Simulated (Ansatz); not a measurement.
Start from BaTiO3 (space group P4mm, No. 99; a = 3.9851 Å, c = 4.2043 Å). Axes: x, y, z lie along a, b, c of the conventional cell.

The values are results of plane-wave PAW DFT at the PBE level (Ansatz, a program for electronic structure, 420 eV), no spin-orbit coupling, earlier PAW set, not measurements.

It is then changed as follows: uniaxial stress, 3 GPa compression along z; all other stress components relax to zero.

Task: Predict the new strain response.

Result: The strain response (xx, yy, zz) comes out as (+0.85, +0.85, −3.80) %.

Beyond what the load breaks, stability against distortions was not tested. All final runs are without spin polarisation.
